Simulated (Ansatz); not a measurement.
Defect migration in silicon: interstitial Al, charge state +1. Calculation: PBE, PAW (plane waves to 420 eV; Ansatz, a quantum-chemistry and plane-wave program).

Cell of 216 host sites held at the relaxed PBE lattice; one k-point at (0.250, 0.250, 0.250); Fermi-Dirac width 0.01 eV, spin-restricted; finite-size errors left in. Energies are static. The charge state is imposed; whether it is stable for some Fermi level was not computed. Sites that were not tried may lie lower.

The step: a direct jump of one Al atom; the atom moves 2.35 Å along (0.25, 0.25, 0.25) of the unit cell; the moving atom starts with neighbours 4 Si at 2.50, 3 Si at 2.76, 3 Si at 2.78 Å and ends with 4 Si at 2.50, 3 Si at 2.77, 3 Si at 2.78 Å. On the band's own sampling the forward barrier is 1.14 eV. Harmonic modes of the moving Al atom alone, all others held, come from finite differences of 0.015 Å. The program found a first-order saddle point.

Which three frequencies does the atom have at the start and at the saddle point?

start 8.4, 8.4, 8.4 THz; saddle point 6.4i, 11.4 and 11.4 THz.

What attempt frequency and zero-point change of the barrier follow from these modes alone, and what classical rate at 500 K?

ν = (8.4 × 8.4 × 8.4) / (11.4 × 11.4) ≈ 4.5 THz. The zero-point energy changes the barrier by h/2 × (22.8 − 25.1) THz = -0.005 eV. The classical rate is ν exp(−1.14/0.0431) ≈ 10 s⁻¹. One atom's modes give a rough prefactor, not that of the whole cell.
